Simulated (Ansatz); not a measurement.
Consider this model of amorphous Ti₁₀Al₁₂O₃₈.

```xyz
60
Lattice="9.0660 0.0000 0.0000 0.0000 9.0660 0.0000 0.0000 0.0000 9.0660" Properties=species:S:1:pos:R:3 pbc="T T T"
Ti     0.8613     3.2737     1.5882
Ti     9.0657     4.8211     8.2790
Ti     1.3752     1.9174     4.8215
Ti     3.7640     7.2818     2.4366
Ti     6.2558     4.3946     6.4167
Ti     3.1753     5.0352     5.3405
Ti     8.9162     6.7989     2.0896
Ti     5.1485     7.6911     6.3976
Ti     7.5996     2.5898     3.6697
Ti     4.3463     1.2638     0.6540
Al     8.6488     0.1550     6.4221
Al     9.0021     6.1195     5.3475
Al     4.0687     4.5103     1.9776
Al     6.5177     3.6111     1.0209
Al     1.5812     0.0350     2.0940
Al     4.1269     2.2889     6.5648
Al     5.9570     6.1902     0.3595
Al     7.6283     8.9744     0.5188
Al     6.2060     1.0047     5.3812
Al     6.2326     5.8021     3.7361
Al     1.3051     1.1521     8.3484
Al     1.9156     7.3696     7.2299
O      5.4151     7.2117     8.0395
O      9.0298     5.1457     1.1559
O      8.8485     8.7510     1.8592
O      5.3292     7.3722     3.2334
O      8.1083     6.3821     3.7499
O      0.5247     3.0128     3.4533
O      5.8550     6.1117     5.5204
O      2.9419     2.9194     5.3113
O      3.5159     9.0147     1.7861
O      4.0041     5.2115     3.6506
O      1.6747     7.2247     2.4311
O      6.1322     5.0734     2.0093
O      6.9441     8.6127     6.0511
O      4.1729     6.1420     1.0427
O      2.3992     4.0624     1.7454
O      8.1481     5.0885     6.5667
O      1.4514     5.2542     5.0437
O      4.8477     3.0009     1.3205
O      6.1933     1.4900     3.6846
O      3.5251     1.8255     8.1956
O      8.3289     1.5290     5.1175
O      5.9933     0.6818     0.4372
O      4.5575     0.4755     5.9735
O      7.7940     2.6938     1.7389
O      6.7805     4.1086     4.4482
O      1.8127     0.5901     3.7875
O      0.4558     7.6412     6.1248
O      0.5798     3.1507     8.5382
O      6.0019     2.4986     6.4183
O      1.2313     1.1604     6.5308
O      7.3898     7.1920     0.7604
O      2.0163     8.5551     8.4857
O      4.3836     4.2976     6.7307
O      8.5467     0.5086     8.2106
O      3.3249     6.8776     6.1553
O      1.4012     5.7871     7.8967
O      6.6256     4.6018     8.5834
O      1.5190     1.5375     1.0901
```

These are PBE, scalar-relativistic without spin-orbit coupling (plane waves to 420 eV, PAW; Ansatz, an electronic-structure program) values and carry that method's errors.

A CHGNet melt-quench gave the starting glass, which DFT then relaxed. O atoms were pushed apart under 1.9 Å during the dynamics, to hinder bonds among them. It is the lowest in DFT energy of 2 quenches. It is a model cell: composition and starting density were chosen by hand, and all elements were melted together. No dispersion term was used. Its density started from a set value of 3.14 and ended at 3.14 g/cm³. Cooling (nominally 140 K/ps over its main leg) ran many orders faster than in experiment, which tends to leave more defects and strain. One small periodic cell is one sample of the glass; other quenches scatter about these values. The volume was held where the preparation left it, at a PBE pressure of -2.0 GPa (tension). Stress components on the final sampling reach 2.4 GPa.

Bonds are counted up to Ti-Ti 3.12 Å, Ti-Al 2.89 Å, Ti-O 2.60 Å, Al-Al 2.66 Å, Al-O 2.46 Å, O-O 1.58 Å. Two cations that share two anions don't count as bonded, nor two that share one unless they lie closer than Ti-Ti 3.04 Å, Ti-Al 2.81 Å, Al-Al 2.59 Å.

### Question
Give the coordination numbers, mean bond lengths and angles.

### Answer

| Item | Result |
|---|---|
| Mean coordination of Ti by anions | 5.10 (1 with 4, 7 with 5, 2 with 6) |
| Mean coordination of Al by anions | 4.83 (4 with 4, 6 with 5, 2 with 6) |
| Mean coordination of O | 2.87 (9 with 2, 25 with 3, 4 with 4) |
| Mean Al-O bond | 1.877 Å (spread 0.126 Å, 58 counted) |
| Mean Ti-O bond | 1.960 Å (spread 0.156 Å, 51 counted) |
| Bond angle at Ti | mean 105.7°, spread 25.3° |
| Bond angle at Al | mean 106.7°, spread 25.5° |
| Bond angle at O | mean 117.2°, spread 21.8° |

### Question
List the pairs of like atoms that count as bonded by the rules above.

### Answer
There are none by these rules.
